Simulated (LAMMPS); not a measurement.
LAMMPS 22 Jul 2025, classical MD, EDIP (Si.edip): Si, 64000 atoms.

- task: MD, nve
- potential: EDIP, Si.edip
- copies of the repeat unit: 20×20×20
- shape (slab and sphere leave vacuum in the box): slab
- temperature: 800 K
- steps: 800
- timestep: 1 fs
- neighbor skin: 2 Å
- neigh_modify: every 1 delay 0 check yes
- thermo: 100
- newton: on (default)
- atom_modify sort (bins of 2 Å where set): 1000 (default)
- comm_style: brick (default)
- box: 108.6 × 108.6 × 325.9 Å, the slab in its lowest third along z, the rest vacuum
- start: generated diamond lattice, warmed in an untimed run
- compared values: energy and forces of the first step, drift over the run

Hardware: Arm Neoverse V2, 96 cores on 1 socket, no SMT, 1 L3 cache group.

Each time is the median wall time of two to five repeats, run one at a time on the otherwise empty machine; start-up is included. Unless noted, each process is bound to its own block of adjacent cores. The build: PyPI wheel: MPICH, OPENMP and OPT packages; another build can shift the numbers. Scratch files lie in a memory file system. A preparatory run goes ahead and isn't timed.

First run (64 ranks, processors = * * * (default), suffix = none (plain styles) (default)):

```
Loop time of 1.27539 on 64 procs for 800 steps with 64000 atoms

Performance: 54.195 ns/day, 0.443 hours/ns, 627.258 timesteps/s, 40.144 Matom-step/s
87.9% CPU use with 64 MPI tasks x 1 OpenMP threads

MPI task timing breakdown:
Section |  min time  |  avg time  |  max time  |%varavg| %total
---------------------------------------------------------------
Pair    | 6.729e-05  | 0.37232    | 1.1472     |  80.8 | 29.19
Neigh   | 7.0244e-05 | 0.014431   | 0.044155   |  15.7 |  1.13
Comm    | 0.0011222  | 0.23764    | 1.2283     |  83.5 | 18.63
Output  | 0.00026313 | 0.0071252  | 0.013922   |   8.0 |  0.56
Modify  | 9.3661e-05 | 0.0050132  | 0.014738   |   9.0 |  0.39
Other   |            | 0.6389     |            |       | 50.09

Nlocal:           1000 ave        3023 max           0 min
Histogram: 40 0 0 0 0 0 8 0 0 16
Nghost:        952.422 ave        2932 max           0 min
Histogram: 32 0 8 0 0 8 0 0 8 8
Neighs:              0 ave           0 max           0 min
Histogram: 64 0 0 0 0 0 0 0 0 0
FullNghs:        27605 ave       83591 max           0 min
Histogram: 40 0 0 0 0 0 8 0 0 16

Total # of neighbors = 1766718
Ave neighs/atom = 27.604969
Neighbor list builds = 16
Dangerous builds = 0
```

Second run:

```
Loop time of 0.624712 on 64 procs for 800 steps with 64000 atoms

Performance: 110.643 ns/day, 0.217 hours/ns, 1280.589 timesteps/s, 81.958 Matom-step/s
83.4% CPU use with 64 MPI tasks x 1 OpenMP threads

MPI task timing breakdown:
Section |  min time  |  avg time  |  max time  |%varavg| %total
---------------------------------------------------------------
Pair    | 0.28809    | 0.37887    | 0.47866    |  14.1 | 60.65
Neigh   | 0.011071   | 0.015375   | 0.020728   |   2.8 |  2.46
Comm    | 0.10808    | 0.2076     | 0.3027     |  19.6 | 33.23
Output  | 0.00028547 | 0.00033581 | 0.00049466 |   0.0 |  0.05
Modify  | 0.0042083  | 0.0053299  | 0.0067118  |   1.4 |  0.85
Other   |            | 0.01721    |            |       |  2.75

Nlocal:           1000 ave        1229 max         801 min
Histogram: 32 0 0 0 0 0 0 0 12 20
Nghost:        7051.78 ave        7444 max        6614 min
Histogram: 21 11 0 0 0 0 0 0 0 32
Neighs:              0 ave           0 max           0 min
Histogram: 64 0 0 0 0 0 0 0 0 0
FullNghs:        27605 ave       33989 max       22111 min
Histogram: 32 0 0 0 0 0 0 0 11 21

Total # of neighbors = 1766718
Ave neighs/atom = 27.604969
Neighbor list builds = 16
Dangerous builds = 0
```

Question: Both blocks come from the same system on the same machine. Which change was made from the first run to the second?
A. processors = 4 4 4
B. processors = 1 1 64
C. processors = 64 1 1
D. 8 ranks × 8 threads, suffix = omp

Answer: C, processors = 64 1 1. The largest move is in other (Other): 0.64 s to 0.017 s. The slowest rank's pair time is 3.08 times the mean in the first run and 1.26 times in the second; the others wait. What the program resolved moves too: grid of ranks from 2 by 4 by 8 to 64 by 1 by 1. The other changes gave 1.5 s (8 ranks × 8 threads, suffix = omp), 1.6 s (processors = 4 4 4), 1.7 s (processors = 1 1 64), against 0.91 s here and 1.6 s at first.
